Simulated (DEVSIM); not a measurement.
Structure: double heterostructure, In0.53Ga0.47As between p- and n-type In0.52Al0.48As, at 400 K.

```tsv
layer (left to right)	material	thickness (μm)	Nd (cm⁻³)	Na (cm⁻³)	τn (s)	τp (s)
1	In0.52Al0.48As	0.550	2.9e17	-	7.7e-10	7.7e-10
2	In0.53Ga0.47As	0.120	-	1.9e15	7.7e-10	7.7e-10
3	In0.52Al0.48As	0.310	-	2.6e17	7.7e-10	7.7e-10
```

Left contact: ohmic. Right contact: ohmic. Voltage is applied to the left contact. Recombination: SRH at mid-gap, radiative. Mobility is μmin + (μ − μmin)/(1 + (N/Nref)^α).

Constants are typed, rounded textbook-type inputs, not results; the design itself was drawn at random and stands for no fabricated device. Values at 300 K; Nc and Nv go as T^1.5, mobilities as T to minus their exponent, the gap by Varshni's rule with the affinity fixed. The table also holds parameters that only a changed run uses.

```tsv
parameter	In0.52Al0.48As	In0.53Ga0.47As
gap (eV)	1.45	0.74
affinity (eV)	4	4.51
permittivity	12.5	13.9
Nc (cm⁻³)	5.1e17	2.1e17
Nv (cm⁻³)	1.1e19	7.7e18
μn (cm²/Vs)	4000	12000
μp (cm²/Vs)	75	300
μn,min	800	300
μp,min	10	10
Nref,n	3e16	1.3e17
Nref,p	1e17	4.9e17
αn	1.1	0.48
αp	0.6	0.4
T exponent of μn	1.5	1.6
T exponent of μp	1.5	1.6
B (cm³/s)	1e-10	9.6e-11
Cn (cm⁶/s)	1e-30	5e-29
Cp (cm⁶/s)	1e-30	5e-29
Varshni α (eV/K)	0.00042	0.00035
Varshni β (K)	180	190
```

Model (solved in DEVSIM): 1D drift-diffusion, Boltzmann statistics, complete ionisation; no tunnelling, impact ionisation, image-force lowering or self-heating. Band offsets follow the typed affinities; no thermionic-emission limit at abrupt steps, no polarisation charge.

Base results: dark forward voltage at 1 A/cm² (V) 0.248; dark forward voltage at 100 A/cm² (V) 0.539.

### Question
What follows from this one change: thickness of layer 2 0.12 → 0.6 μm?

### Answer
dark forward voltage at 1 A/cm² 0.248 → 0.132 V; dark forward voltage at 100 A/cm² 0.539 → 0.429 V.

### Question
What follows from this one change: constant mobility in place of the doping-dependent one?

### Answer
dark forward voltage at 1 A/cm² little changed (0.248 V); dark forward voltage at 100 A/cm² 0.539 → 0.518 V.
